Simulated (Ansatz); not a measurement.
Start from Sb in the fcc (Cu type) structure (space group Fm-3m, No. 225; a = 4.7143 Å; relaxed with 0.1 eV smearing). Axes: x, y, z lie along the cube axes.

Perturbation: the cell is stretched by 2.17 % along y with no lateral relaxation, atoms relaxed at fixed cell.

Levels (all Ansatz, an electronic-structure program, PAW): PBEsol (420 eV, no spin-orbit coupling); PBEsol+SOC (420 eV, noncollinear with spin-orbit coupling).

The geometry is relaxed with PBEsol.

PBEsol pressure: -1.4 GPa

With PBEsol+SOC at the same geometry, the pressure grows by 0.2 GPa, from -1.4 GPa to -1.2 GPa.

Single points use the geometry relaxed with PBEsol. Differences between runs with and without spin-orbit coupling are approximate. The cells carry an imposed strain or load. Stability against distortions was not tested. This is not the structure that Sb has at room temperature and ambient pressure.
